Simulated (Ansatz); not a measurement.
**W, pressure series**

The reference is W in the bcc (W type) structure (space group Im-3m, No. 229; a = 3.154 Å).

Cell and atoms are relaxed at each pressure.

The values are results of PBEsol (Ansatz, a quantum-chemistry and plane-wave program; PAW; 420 eV plane waves; no spin-orbit coupling), not measurements.

Notes on the quantities. enthalpy: H = E + PV relative to the base's energy.

| change | lattice parameter a | enthalpy |
|---|---|---|
| base | 3.154 Å | – |
| pressure −2 GPa | 3.161 Å | -0.20 eV/atom |
| pressure −1 GPa | 3.158 Å | -0.10 eV/atom |
| pressure 0.9 GPa | 3.151 Å | +0.09 eV/atom |
| pressure 2.1 GPa | 3.148 Å | +0.21 eV/atom |
| pressure 4.5 GPa | 3.140 Å | +0.44 eV/atom |
| pressure 9 GPa | 3.127 Å | +0.87 eV/atom |
| pressure 15 GPa | 3.110 Å | +1.44 eV/atom |
| pressure 22.5 GPa | 3.091 Å | +2.13 eV/atom |
| pressure 30 GPa | 3.072 Å | +2.82 eV/atom |

Load acts through the strain it causes; cell and atoms are relaxed under it. No phonon test of stability was made. Competing high-pressure phases were not computed. All final runs are without spin polarisation.
